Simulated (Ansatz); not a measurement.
Base system: Be2C (space group Fm-3m, No. 225; a = 4.311 Å). Axes: x, y, z lie along the cube axes.

Level of theory: PBEsol, PAW, 420 eV (Ansatz, a quantum-chemistry and plane-wave program; scalar-relativistic without spin-orbit coupling).

For the base:

Valley order: X along ⟨100⟩ 1.08 eV

Modification: biaxial strain +1.50 %, plane normal [001], relaxed out of plane (Cartesian); in-plane vectors clamped, the third vector and the atoms free.

Task: Predict the new ratio −ε⊥/ε∥.

Result: The ratio −ε⊥/ε∥ is 0.06.

Task: What does the calculation give for the valley order after the change?

Result: The valley order (the lowest conduction-band minima on the path, energy above the VBM, named in the base's zone) goes from X along ⟨100⟩ 1.08 eV to X along [001] 0.84 eV; X along [100] 1.05 eV.

The levels and masses belong to the bands next to the band gap. Stability against distortions was not tested.
